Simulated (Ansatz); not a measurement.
For SnPt (P6₃/mmc, No. 194), PBEsol in Ansatz (PAW) gives:

```
Property                          Value
------------------------------  -------
equilibrium lattice constant a  4.123 Å
c axis length                   5.441 Å
bulk modulus B0                 146 GPa
```

What does r²SCAN (PAW; Ansatz, a first-principles code) give for the same quantities?


- lattice constant a: 4.137 Å (goes up by 0.3 %)
- lattice parameter c: 5.477 Å (grows by 0.7 %)
- bulk modulus: 144 GPa (stays essentially unchanged)

Changes are worked out from the printed values.

Unless a cell is named, each level is at its own relaxed cell (PBEsol 20.02, r²SCAN 20.29 Å³/atom).

Levels without +SOC leave out spin–orbit coupling, which shifts energies and cells of such heavy elements.

The crystal itself was run without spin with PBEsol, r²SCAN; a magnetic state was not tried in these runs.

Caveats: the bulk modulus is −V dP/dV from two relaxed cells at ±2 % in volume (PBEsol, r²SCAN). Ansatz's density-functional and Hartree–Fock values are scalar-relativistic unless marked +SOC, with PAW data made under PBE.
